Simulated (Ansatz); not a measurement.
**What isotropic strain +3.08 % does to SrTiO3**

Base system: SrTiO₃ in the cubic perovskite structure (space group Pm-3m, No. 221; a = 3.936 Å).

Now apply this change: an isotropic linear strain of +3.08 %; the atoms relax in the strained cell.

Calculations: plane-wave PAW DFT at the PBE level (Ansatz, an electronic-structure program, 420 eV), no spin-orbit coupling, earlier PAW set. Settings: 8×8×8 k-points, 0.05 eV Fermi–Dirac smearing.

The volume per atom increases by 1.16 Å³ (12.20 Å³ → 13.36 Å³) and the shortest interatomic distance goes up by 0.061 Å (1.968 Å → 2.029 Å). The energy grows by 50 meV/atom and the pressure falls by 127.0 kbar to -126.9 kbar. The band gap decreases by 0.183 eV (1.85 eV → 1.66 eV) and the gap character is still indirect, R → Γ. The mean gap deformation potential ΔEg/Δln V comes out as -2.0 eV.

Final structure:

```
SrTiO3
1.0
    4.05773     0.00000     0.00000
    0.00000     4.05773     0.00000
    0.00000     0.00000     4.05773
Sr Ti O
1 1 3
Cartesian
  0.00000   0.00000   0.00000
  2.02887   2.02887   2.02887
  0.00000   2.02887   2.02887
  2.02887   2.02887   0.00000
  2.02887   0.00000   2.02887
```

Cost of the whole job for the changed cell (relaxation, final SCF and bands): roughly 18 core-seconds.

Stability against distortions was not tested. All final runs are without spin polarisation. Many cubic perovskites are stable only at high temperature; tilts and polar distortions were not tested.
